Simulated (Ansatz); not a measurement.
Base system: Bi2Se3 in the Bi2Te3 type structure (space group R-3m, No. 166).

```xyz
5
Lattice="2.0724 1.1965 9.7561 -2.0724 1.1965 9.7561 0.0000 -2.3930 9.7561" Properties=species:S:1:pos:R:3 pbc="T T T"
Bi     0.0000     0.0000    11.6891
Bi     0.0000     0.0000    17.5791
Se     0.0000     0.0000     0.0000
Se     0.0000     0.0000     6.2699
Se     0.0000     0.0000    22.9983
```

Cartesian axes are those of the cell as printed.

Calculations: r2SCAN+rVV10 in Ansatz (plane waves to 500 eV, PAW, scalar-relativistic without spin-orbit coupling), earlier PAW set.

Strains are applied to the cell and any free atomic positions relax; under biaxial strain the out-of-plane vector relaxes too.

One change was made to it. Results:

The energy grows by 0.3 meV/atom; the valence-band top at Γ (three highest levels, from the VBM) goes from 0.00, -1.23, -1.23 eV to 0.00, -1.19, -1.23 eV; the electron mass goes from 0.46 mₑ along c, 0.11 mₑ across (at Γ) to 0.11 mₑ along x, 0.11 mₑ along y, 0.49 mₑ along z (at Γ).

What was done to the base?
(A) isotropic strain +1.55 %
(B) biaxial strain −1.95 %, plane normal [001], relaxed out of plane
(C) uniaxial strain ε_yy = +0.66 %

C, uniaxial strain ε_yy = +0.66 %. For comparison, the energy relative to the base in the other runs: biaxial strain −1.95 %, plane normal [001], relaxed out of plane gives +6.3 meV/atom; isotropic strain +1.55 % gives +6.7 meV/atom.

With Bi present, leaving out spin-orbit coupling can change the band edges. The levels and masses belong to the bands next to the band gap. Masses are band curvatures over ±0.01 Å⁻¹ around the edge. Stability against distortions was not tested.

Ansatz is a first-principles code.
